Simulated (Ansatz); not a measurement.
The starting structures come from a database of crystals and need not be the phases stable at ambient conditions.

## Evanescent states of Cd(GaTe₂)₂ (I-4, not sure to be the ambient phase, 7 atoms a cell, 32.9 Å³ an atom) along the normal of (110)

Method: r2SCAN (plane waves, PAW; Ansatz, a first-principles code).

No gap correction and no spin-orbit coupling; mid-gap values are interpolated between computed energies.

Energies count from the valence-band top; κ is the least over a 4×4 mesh across the current.

```csv
E (eV),κ (1/Å),where
0.04,0.036,Γ
0.14,0.060,Γ
0.23,0.074,Γ
0.32,0.085,Γ
0.41,0.093,Γ
0.49,0.099,Γ
0.58,0.104,Γ
0.68,0.106,Γ
0.77,0.108,Γ
0.85,0.108,Γ
0.94,0.107,Γ
1.03,0.105,Γ
1.12,0.101,Γ
1.22,0.095,Γ
1.30,0.086,Γ
1.40,0.075,Γ
1.49,0.057,Γ
1.57,0.024,Γ
```

Task: How thick must the barrier be to attenuate the transmission by 10^8 when the electrodes' Fermi level lies at 0.58 eV, and what attenuation does that film give at 1.03 eV?

Result: d = 8 ln 10 / (2 × 0.104) = 88.6 Å. At 1.03 eV it gives 8 × 0.105/0.104 = 8.1 decades.
